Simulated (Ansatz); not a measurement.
MoSi2, response to strain

The parent structure is MoSi2 (space group I4/mmm, No. 139; a = 3.2168 Å, c = 7.8746 Å; relaxed with 0.1 eV smearing).

Strains are applied to the cell and any free atomic positions relax.

Computed with PBE in Ansatz (plane waves to 420 eV, PAW, spin-orbit coupling left out).

Notes on the quantities. energy relative to the base: free energy F.

| isotropic strain (%) | energy relative to the base (meV/atom) |
|---|---|
| -3 | 78.2 |
| -2.5 | 53.4 |
| -1 | 8.1 |
| -0.5 | 2.0 |
| 0 | 0.0 |
| 1 | 7.5 |
| 2 | ? |
| 2.5 | 44.7 |
| 3 | 63.3 |

Fit ΔE = Aε² + Bε³ (ε in %) to the rows shown and predict the withheld row.

Least squares on the printed values gives A = 7.86 and B = -0.28 meV/atom (largest residual 0.1 meV/atom); this predicts 29.2 meV/atom, and the run gives 29.1 meV/atom, in agreement.

No phonon test of stability was made. The final runs are not spin-polarised.

Ansatz is a program for electronic structure.
